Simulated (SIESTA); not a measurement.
**Input and output of a self-consistent single point for Na2LiLuCl6 (Fm-3m, 10 atoms in the cell) (SIESTA)**

Method of the run: GGA PBEsol, numerical atomic orbitals DZP, PseudoDojo PBEsol standard norm-conserving potentials (rewritten from UPF to PSML) run with SIESTA.

This input was run:

```
# files in the folder: Na.psml Li.psml Lu.psml Cl.psml (PseudoDojo PBEsol standard)
SystemName  Na2LiLuCl6
SystemLabel Na2LiLuCl6

NumberOfAtoms                10
NumberOfSpecies              4
%block ChemicalSpeciesLabel
  1 11 Na
  2 3 Li
  3 71 Lu
  4 17 Cl
%endblock ChemicalSpeciesLabel
LatticeConstant              1.0 Bohr
%block LatticeVectors
     0.000000000    9.679224453    9.679224453
     9.679224453    0.000000000    9.679224453
     9.679224453    9.679224453    0.000000000
%endblock LatticeVectors
AtomicCoordinatesFormat      Fractional
%block AtomicCoordinatesAndAtomicSpecies
     0.750000000    0.750000000    0.750000000  1
     0.250000000    0.250000000    0.250000000  1
     0.500000000    0.500000000    0.500000000  2
     0.000000000    0.000000000    0.000000000  3
     0.748040000    0.251960000    0.251960000  4
     0.251960000    0.748040000    0.748040000  4
     0.251960000    0.748040000    0.251960000  4
     0.748040000    0.251960000    0.748040000  4
     0.251960000    0.251960000    0.748040000  4
     0.748040000    0.748040000    0.251960000  4
%endblock AtomicCoordinatesAndAtomicSpecies

XC.functional                GGA
XC.authors                   PBEsol
PAO.BasisSize                DZP
PAO.EnergyShift              0.005 Ry
PAO.Polarization.NonPerturbative true
MeshCutoff                   400 Ry
%block kgrid.MonkhorstPack
    4   0   0  0.0
    0   4   0  0.0
    0   0   4  0.0
%endblock kgrid.MonkhorstPack
OccupationFunction           FD
ElectronicTemperature        580.23 K

MaxSCFIterations             150
SCF.Mixer.Method             Broyden
SCF.Mixer.Weight             0.2
SCF.Mixer.History            8
SCF.DM.Tolerance             1.0E-05
Diag.ParallelOverK           true
WriteForces                  true
```

Log, with long lists cut:

```
reinit: Reading from file input.fdf

reinit: System Name: Na2LiLuCl6
reinit: System Label: Na2LiLuCl6

coor:   Atomic-coordinates input format  =     Fractional

siesta: Atomic coordinates (Bohr) and species
siesta:     14.51884  14.51884  14.51884  1        1
siesta:      4.83961   4.83961   4.83961  1        2
siesta:      9.67922   9.67922   9.67922  2        3
siesta:      0.00000   0.00000   0.00000  3        4
siesta:      4.87755   9.67922   9.67922  4        5
siesta:     14.48089   9.67922   9.67922  4        6
siesta:      9.67922   4.87755   9.67922  4        7
siesta:      9.67922  14.48089   9.67922  4        8
siesta:      9.67922   9.67922   4.87755  4        9
siesta:      9.67922   9.67922  14.48089  4       10

siesta: System type = bulk

initatomlists: Number of atoms, orbitals, and projectors:     10   135   164

siesta: ******************** Simulation parameters ****************************
redata: Spin configuration                          = none
redata: Time-Reversal Symmetry                      = T
redata: Number of Atomic Species                    =        4
redata: Mesh Cutoff                                 =   400.0000 Ry
redata: Net charge of the system                    =     0.0000 |e|
redata: Min. number of SCF Iter                     =        0
redata: Max. number of SCF Iter                     =      150
redata: SCF convergence failure will abort job
redata: SCF mix quantity                            = Hamiltonian
redata: Mix DM or H after convergence               =   F
redata: Recompute H after scf cycle                 =   F
redata: Mix DM in first SCF step                    =   T
redata: No kicks to SCF
redata: DM Mixing Weight for Kicks                  =     0.5000
redata: Require Harris convergence for SCF          =   F
redata: Harris energy tolerance for SCF             =     0.000100 eV
redata: Require DM convergence for SCF              =   T
   [... lines left out ...]
diag: Parallel distribution                         =     1 x     1
diag: Used triangular part                          = Lower
diag: Absolute tolerance                            =  0.100E-15
diag: Orthogonalization factor                      =  0.100E-05
diag: Memory factor                                 =  1.0000

superc: Internal auxiliary supercell:     5 x     5 x     5  =     125
superc: Number of atoms, orbitals, and projectors:   1250  16875  20500

                        Single-point calculation

superc: Internal auxiliary supercell:     5 x     5 x     5  =     125
superc: Number of atoms, orbitals, and projectors:   1250  16875  20500

outcell: Unit cell vectors (Ang):
        0.000000    5.122025    5.122025
        5.122025    0.000000    5.122025
        5.122025    5.122025    0.000000

outcell: Cell vector modules (Ang)   :    7.243637    7.243637    7.243637
outcell: Cell angles (23,13,12) (deg):     60.0000     60.0000     60.0000
outcell: Cell volume (Ang**3)        :    268.7541
new_DM -- step:     1
Initializing Density Matrix...

Attempting to read DM from file... Failed...
DM filled with atomic data:

InitMesh: MESH = 72 x 72 x 72 = 373248
InitMesh: Mesh cutoff (required, used) =   400.000   409.586 Ry

stepf: Fermi-Dirac step function
        iscf     Eharris(eV)        E_KS(eV)     FreeEng(eV)     dDmax    Ef(eV) dHmax(eV)
   scf:    1   -12073.180475   -12068.516393   -12068.516393  1.842555 -4.314624  9.647468
   scf:    2   -12071.658263   -12070.327991   -12070.327991  0.061064 -5.442864  4.535636
   scf:    3   -12070.951381   -12070.790664   -12070.790664  0.056331 -4.288198  1.574404
   scf:    4   -12070.824845   -12070.824374   -12070.824374  0.017705 -4.363763  0.478501
   scf:    5   -12070.818892   -12070.827505   -12070.827505  0.007133 -4.464745  0.384409
   scf:    6   -12070.831136   -12070.831412   -12070.831412  0.005064 -4.369405  0.054598
   [... 5 lines left out ...]
   scf:   12   -12070.831682   -12070.831682   -12070.831682  0.000032 -4.377268  0.000797
   scf:   13   -12070.831682   -12070.831682   -12070.831682  0.000022 -4.377292  0.000539
   scf:   14   -12070.831682   -12070.831682   -12070.831682  0.000016 -4.377314  0.000360
   scf:   15   -12070.831682   -12070.831682   -12070.831682  0.000011 -4.377323  0.000242
   scf:   16   -12070.831682   -12070.831682   -12070.831682  0.000007 -4.377341  0.000188
SCF Convergence by DM+H criterion
max |DM_out - DM_in|         :     0.0000073484
max |H_out - H_in|      (eV) :     0.0001880778
SCF cycle converged after 16 iterations

Using DM_out to compute the final energy and forces

siesta: E_KS(eV) =           -12070.8317

siesta: E_KS - E_eggbox =    -12070.8317

siesta: Atomic forces (eV/Ang):
     1    0.000002    0.000002    0.000002
     2   -0.000002   -0.000002   -0.000002
     3   -0.000000    0.000000   -0.000000
     4    0.000000    0.000000   -0.000000
     5   -0.187761    0.000015    0.000015
     6    0.187761   -0.000015   -0.000015
     7    0.000015   -0.187761    0.000015
     8   -0.000015    0.187761   -0.000015
     9    0.000015    0.000015   -0.187761
    10   -0.000015   -0.000015    0.187761
   Tot    0.000000    0.000000   -0.000000
   Max    0.187761
   Res    0.083969    sqrt( Sum f_i^2 / 3N )
   Max    0.187761    constrained

Stress tensor Voigt[x,y,z,yz,xz,xy] (kbar):       22.23       22.23       22.23       -0.19       -0.19       -0.19
(Free)E + p*V (eV/cell)   -12074.5606
Target enthalpy (eV/cell)   -12070.8317

siesta: Program's energy decomposition (eV):
siesta: Ebs     =     -1686.453058
siesta: Eions   =     17208.124713
siesta: Ena     =      2519.080514
siesta: Ekin    =      6759.061487
siesta: Enl     =     -2034.083729
siesta: Eso     =         0.000000
siesta: Edftu   =         0.000000
siesta: DEna    =        33.934651
siesta: DUscf   =         1.496679
siesta: DUext   =         0.000000
siesta: Ex      =     -1997.941920
siesta: Ec      =      -144.254652
siesta: Exc     =     -2142.196572
siesta: Eharris =    -12070.831682
siesta: Etot    =    -12070.831682
siesta: FreeEng =    -12070.831682

siesta: Atomic forces (eV/Ang):
siesta:      1    0.000002    0.000002    0.000002
siesta:      2   -0.000002   -0.000002   -0.000002
siesta:      3   -0.000000    0.000000   -0.000000
siesta:      4    0.000000    0.000000   -0.000000
siesta:      5   -0.187761    0.000015    0.000015
siesta:      6    0.187761   -0.000015   -0.000015
siesta:      7    0.000015   -0.187761    0.000015
siesta:      8   -0.000015    0.187761   -0.000015
siesta:      9    0.000015    0.000015   -0.187761
siesta:     10   -0.000015   -0.000015    0.187761
siesta: ----------------------------------------
siesta:    Tot    0.000000    0.000000   -0.000000

siesta: Stress tensor (static) (eV/Ang**3):
siesta:     0.013875   -0.000116   -0.000116
siesta:    -0.000116    0.013875   -0.000116
siesta:    -0.000116   -0.000116    0.013875

siesta: Cell volume =        268.754087 Ang**3

siesta: Pressure (static):
siesta:                Solid            Molecule  Units
siesta:          -0.00015112         -0.00018978  Ry/Bohr**3
siesta:          -0.01387478         -0.01742517  eV/Ang**3
siesta:         -22.22984069        -27.91819884  kBar
```

The run converged in 16 iterations.

The starting cell comes from a database of computed structures (which also holds hypothetical and non-ambient phases and stackings), without a prior relaxation at this level. Its lattice was rescaled by a random factor within 2.5 % of one. Values carry the incompleteness of an atom-centred basis.

Cost on one core of a shared machine: roughly 2 min.
